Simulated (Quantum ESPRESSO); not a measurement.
## Quick settings and what they miss: Nb2AsC (P6_3/mmc, 8 atoms in the cell)

Self-consistent single point.

```
Nb2AsC
1.0
    3.27499     0.00000     0.00000
   -1.63749     2.83622     0.00000
    0.00000     0.00000    11.63963
Nb As C
4 2 2
Direct
  0.33333   0.66667   0.40533
  0.66667   0.33333   0.59467
  0.66667   0.33333   0.90533
  0.33333   0.66667   0.09467
  0.66667   0.33333   0.25000
  0.33333   0.66667   0.75000
  0.00000   0.00000   0.50000
  0.00000   0.00000   0.00000
```

Method: PBEsol, GBRV 1.5 ultrasoft (PBESOL) pseudopotentials (plane waves; Quantum ESPRESSO).

Base settings: ecutwfc = 40 Ry; ecutrho = 320 Ry; occupations = smearing; smearing = gaussian; degauss = 0.019992 Ry; potentials = {Nb: nb_pbesol_v1.uspp.F.UPF, As: as_pbesol_v1.uspp.F.UPF, C: c_pbesol_v1.2.uspp.F.UPF}; K_POINTS = automatic 9 9 3 0 0 0; conv_thr = 1e-10 Ry; mixing_beta = 0.4.

Tight run (finer mesh or higher cutoff; not a proven limit): ecutwfc: 40 Ry → 56 Ry; ecutrho: 320 Ry → 448 Ry; conv_thr: 1e-10 Ry → 7.3e-11 Ry; K_POINTS: automatic 9 9 3 0 0 0 → automatic 13 13 5 0 0 0. It gave Fermi level (on the code's own zero) 17.46 eV; pressure 9.81 GPa; largest force (vector length) 0.153 eV/Å.

Quick runs, as changes from the base:
- A: the base itself
- B: ecutwfc: 40 Ry → 20 Ry; ecutrho: 320 Ry → 160 Ry; smearing: gaussian → methfessel-paxton; degauss: 0.019992 Ry → 0.0099958 Ry; pseudopotentials: {Nb: nb_pbesol_v1.uspp.F.UPF, As: as_pbesol_v1.uspp.F.UPF, C: c_pbesol_v1.2.uspp.F.UPF} → {Nb: nb_lda_v1.uspp.F.UPF, As: as_lda_v1.uspp.F.UPF, C: c_lda_v1.2.uspp.F.UPF}; K_POINTS: automatic 9 9 3 0 0 0 → automatic 2 2 2 0 0 0 [LDA (PZ)]
- C: ecutwfc: 40 Ry → 20 Ry; ecutrho: 320 Ry → 160 Ry; conv_thr: 1e-10 Ry → 7.3e-05 Ry; K_POINTS: automatic 9 9 3 0 0 0 → automatic 4 4 4 0 0 0
- D: ecutwfc: 40 Ry → 24 Ry; ecutrho: 320 Ry → 192 Ry; pseudopotentials: {Nb: nb_pbesol_v1.uspp.F.UPF, As: as_pbesol_v1.uspp.F.UPF, C: c_pbesol_v1.2.uspp.F.UPF} → {Nb: nb_lda_v1.uspp.F.UPF, As: as_lda_v1.uspp.F.UPF, C: c_lda_v1.2.uspp.F.UPF}; K_POINTS: automatic 9 9 3 0 0 0 → automatic 6 6 6 0 0 0 [LDA (PZ)]
- E: K_POINTS: automatic 9 9 3 0 0 0 → automatic 4 4 4 1 1 1
- F: ecutwfc: 40 Ry → 24 Ry; ecutrho: 320 Ry → 192 Ry; conv_thr: 1e-10 Ry → 7.3e-05 Ry; K_POINTS: automatic 9 9 3 0 0 0 → automatic 3 3 3 1 1 1

Energies are extrapolated to zero smearing width, which holds to low order in the width alone (under cold and Methfessel-Paxton smearing the free energy itself is taken).

Dashes: energy of B, D, another energy zero; time of B, C, F, under 30 s; pressure of C, F, not trusted under this conv_thr with d or f elements.

† marks runs with another functional, U, potentials or spin treatment: their distance from the tight run is not a convergence error alone.

The count of work is k-points × plane waves × bands × iterations; it is no time. Core times come from one kind of shared machine and are given to one figure; runs under 30 s give none.

The starting cell comes from a database of computed structures (which also holds hypothetical and non-ambient phases and stackings), without a prior relaxation at this level. Its lattice was rescaled by a random factor within 2.5 % of one. Spin polarisation is off. In the base run, with a pressure of about 10 GPa the cell is away from its equilibrium volume at this level.

```csv
run,energy less tight (meV/atom),pressure less tight (GPa),largest miss in a force vector (eV/Å),count of work / tight,core time / tight (rough)
A,10.1,-0.03,0.037,0.23,0.3
B†,–,-2.26,1.818,0.011,–
C,159.4,–,0.271,0.021,–
D†,–,-6.84,0.078,0.12,0.1
E,12.2,0.01,0.139,0.100,0.2
F,70.2,–,0.017,0.018,–
```

Among the runs at the tight run's level, the energy misses run from 10.1 to 159.4 meV/atom.
